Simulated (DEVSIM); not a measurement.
Structure: Schottky contact on n-type GaAs, at 250 K.

Layer 1 from the left is GaAs, thickness (μm) 12.0, Nd (cm⁻³) 8.8e16, τn (s) 1.1e-8, τp (s) 3.3e-9.

Left contact: Schottky, work function 4.84 eV, emission velocity 2.3e6 cm/s. Right contact: ohmic. Voltage is applied to the left contact. Recombination: SRH at mid-gap. Mobility is μmin + (μ − μmin)/(1 + (N/Nref)^α).

Constants are typed, rounded textbook-type inputs, not results; the design itself was drawn at random and stands for no fabricated device. Values at 300 K; Nc and Nv go as T^1.5, mobilities as T to minus their exponent, the gap by Varshni's rule with the affinity fixed.

GaAs: gap (eV) 1.424, affinity (eV) 4.07, permittivity 12.9, Nc (cm⁻³) 4.7e17, Nv (cm⁻³) 9e18, μn (cm²/Vs) 8500, μp (cm²/Vs) 400, μn,min 500, μp,min 20, Nref,n 6e16, Nref,p 1.5e17, αn 0.39, αp 0.38, T exponent of μn 2.1, T exponent of μp 2.2, Varshni α (eV/K) 0.000541, Varshni β (K) 204.

Simulated with DEVSIM: 1D drift-diffusion, Boltzmann statistics, complete ionisation; no tunnelling, impact ionisation, image-force lowering or self-heating. Metal contacts follow the ideal Schottky-Mott rule: no Fermi-level pinning, no interface dipoles.

Task: What does the simulation give for the dark forward voltage at 1 A/cm², the potential step across the device at zero bias, the dark forward voltage at 100 A/cm², the largest field in the device at zero bias?

Result: dark forward voltage at 1 A/cm² 0.516 V; potential step across the device at zero bias 0.740 V; dark forward voltage at 100 A/cm² 0.618 V; largest field in the device at zero bias 130000 V/cm.
